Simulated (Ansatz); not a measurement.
Band-edge transport in semiconductors and insulators: compounds that share space group Fm-3m and stoichiometry, PBEsol, rigid bands run with Ansatz (a first-principles code); geometry: cell and atoms relaxed with PBEsol.

```json
[
 {"Compound": "KF", "volume per atom (Å³)": "18.7", "band gap": "6.15 eV", "electron conductivity mass": "0.55 mₑ", "Seebeck coefficient, n-type 1e19 cm⁻³": "-223 μV/K"},
 {"Compound": "CaS", "volume per atom (Å³)": "22.3", "band gap": "(withheld)", "electron conductivity mass": "0.41 mₑ", "Seebeck coefficient, n-type 1e19 cm⁻³": "(withheld)"},
 {"Compound": "AgCl", "volume per atom (Å³)": "20.2", "band gap": "(withheld)", "electron conductivity mass": "0.26 mₑ", "Seebeck coefficient, n-type 1e19 cm⁻³": "-140 μV/K"},
 {"Compound": "BaS", "volume per atom (Å³)": "31.7", "band gap": "2.04 eV", "electron conductivity mass": "0.43 mₑ", "Seebeck coefficient, n-type 1e19 cm⁻³": "-305 μV/K"},
 {"Compound": "MgO", "volume per atom (Å³)": "9.4", "band gap": "4.62 eV", "electron conductivity mass": "0.35 mₑ", "Seebeck coefficient, n-type 1e19 cm⁻³": "-171 μV/K"},
 {"Compound": "NaF", "volume per atom (Å³)": "12.4", "band gap": "6.20 eV", "electron conductivity mass": "0.57 mₑ", "Seebeck coefficient, n-type 1e19 cm⁻³": "-227 μV/K"},
 {"Compound": "RbCl", "volume per atom (Å³)": "35.0", "band gap": "4.90 eV", "electron conductivity mass": "0.43 mₑ", "Seebeck coefficient, n-type 1e19 cm⁻³": "-193 μV/K"}
]
```

What belongs in the gaps?


- CaS, band gap: 2.16 eV
- CaS, Seebeck coefficient, n-type 1e19 cm⁻³: -301 μV/K
- AgCl, band gap: 0.73 eV

Masses are for dilute carriers at 300 K, harmonic means over directions unless an axis is named. Seebeck coefficients are for the stated density at 300 K, with one relaxation time for all states and whether or not that doping can be reached. Spin-orbit coupling is left out.

Formula and space group known from diffraction (Crystallography Open Database), not checked to be the room-temperature form: BaS (Fm-3m).
